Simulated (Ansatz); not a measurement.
**Fermi-surface data of Ir (Fm-3m)**

Input:

```yaml
crystal:
  lattice:
    - [0.00000, 1.91438, 1.91438]
    - [1.91438, 0.00000, 1.91438]
    - [1.91438, 1.91438, 0.00000]
  atoms:
    - { symbol: Ir, position: [0.00000, 0.00000, 0.00000] }
```

Level of theory: PBEsol, rigid bands (plane waves, PAW, scalar-relativistic; Ansatz, an electronic-structure program). Geometry: cell and atoms relaxed with PBEsol.

The density of states at the Fermi level is 0.884 states/(eV·cell), both spins and the bare Sommerfeld coefficient comes out as 2.1 mJ/(mol of atoms·K²). The drude plasma energy is 10.8 eV, the root-mean-square Fermi velocity is 8.4e5 m/s and the resistivity times τ is 4.2 ×10⁻²² Ω·m·s. The resistivity times mean free path comes out as 3.7 ×10⁻¹⁶ Ω·m².

A metal at this level (no band gap); rigid bands, thermally averaged at 300 K, both spins. Spin-orbit coupling is left out, which matters with elements this heavy. τ is one relaxation time for all states; the product of resistivity and mean free path takes one path for all states instead.
